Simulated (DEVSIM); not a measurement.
Device: Pt/SiO2/p-Si capacitor, at 300 K.

```tsv
layer (left to right)	material	thickness (nm)	Na (cm⁻³)
1	SiO2	43.0	-
2	Si	17000	1.2e15
```

Metal gate on the left, work function 5.6 eV. Fixed charge at the semiconductor interface 2.6e11 cm⁻² (in units of +e); interface traps 3.1e10 cm⁻² eV⁻¹, uniform in energy, neutral level at 0.5 of the gap above the valence band.

This is a model device: material constants are rounded textbook-type values typed into the input, and sizes, dopings and lifetimes were drawn at random. Values at 300 K.

```csv
parameter,SiO2,Si
gap (eV),9,1.124
affinity (eV),0.9,4.05
permittivity,3.9,11.7
Nc (cm⁻³),-,2.86e19
Nv (cm⁻³),-,3.1e19
```

DEVSIM, 1D Poisson equation in equilibrium, Boltzmann statistics, complete ionisation; no quantum confinement or tunnelling. Metal contacts follow the ideal Schottky-Mott rule: no Fermi-level pinning, no interface dipoles.

Base results: threshold voltage (band bending 2φF) (V) 0.98; minimum of the low-frequency capacitance (μF/cm²) 0.0161; flat-band voltage (V) 0.15; capacitance of the dielectric stack (μF/cm²) 0.0803.

Q: What follows from this one change: interface trap density 3.1e+10 → 0 cm^-2 eV^-1?

A: threshold voltage (band bending 2φF) 0.98 → 0.96 V; minimum of the low-frequency capacitance 0.0161 → 0.0127 μF/cm²; flat-band voltage 0.15 → 0.17 V; capacitance of the dielectric stack little changed (0.0803 μF/cm²).

Q: What follows from this one change: gate work function 5.6 → 5.9 eV?

A: threshold voltage (band bending 2φF) 0.98 → 1.28 V; minimum of the low-frequency capacitance little changed (0.0161 μF/cm²); flat-band voltage 0.15 → 0.45 V; capacitance of the dielectric stack little changed (0.0803 μF/cm²).

Q: What follows from this one change: fixed charge 2.6e+11 → 4.79e+11 cm^-2?

A: threshold voltage (band bending 2φF) 0.98 → 0.54 V; minimum of the low-frequency capacitance little changed (0.0159 μF/cm²); flat-band voltage 0.15 → -0.29 V; capacitance of the dielectric stack little changed (0.0803 μF/cm²).

Q: What follows from this one change: SiO2 thickness 0.043 → 0.017 μm?

A: threshold voltage (band bending 2φF) 0.98 → 1.17 V; minimum of the low-frequency capacitance 0.0161 → 0.0184 μF/cm²; flat-band voltage 0.15 → 0.48 V; capacitance of the dielectric stack 0.0803 → 0.203 μF/cm².
